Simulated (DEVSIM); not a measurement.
System: Al/Si3N4/p-Ge capacitor, at 400 K.

```csv
layer (left to right),material,thickness (nm),Na (cm⁻³)
1,Si3N4,29.0,-
2,Ge,800,5.5e17
```

Metal gate on the left, work function 4.1 eV. Fixed charge at the semiconductor interface 0 cm⁻² (in units of +e); no interface traps.

This is a model device: material constants are rounded textbook-type values typed into the input, and sizes, dopings and lifetimes were drawn at random. Values at 300 K; Nc and Nv go as T^1.5, mobilities as T to minus their exponent, the gap by Varshni's rule with the affinity fixed.

| parameter | Si3N4 | Ge |
|---|---|---|
| gap (eV) | 5.1 | 0.664 |
| affinity (eV) | 2.1 | 4 |
| permittivity | 7.5 | 16 |
| Nc (cm⁻³) | - | 1.04e19 |
| Nv (cm⁻³) | - | 6e18 |
| Varshni α (eV/K) | - | 0.000477 |
| Varshni β (K) | - | 235 |

DEVSIM, 1D Poisson equation in equilibrium, Boltzmann statistics, complete ionisation; no quantum confinement or tunnelling. Metal contacts follow the ideal Schottky-Mott rule: no Fermi-level pinning, no interface dipoles.

The substrate doping was swept, all else fixed.

```
substrate doping (cm^-3)  flat-band voltage (V)  minimum of the low-frequency capacitance (μF/cm²)
------------------------  ---------------------  -------------------------------------------------
2.8e16                                    -0.32                                              0.104
5.5e16                                    -0.35                                              0.120
1.1e17                                    -0.37                                              0.129
2.8e17                                    -0.40                                              0.145
5.5e17                                    -0.43                                              0.157
1.1e18                                    -0.45                                              0.170
```

From the first row to the last the flat-band voltage goes from -0.32 to -0.45. From the first row to the last the minimum of the low-frequency capacitance goes from 0.104 to 0.170.
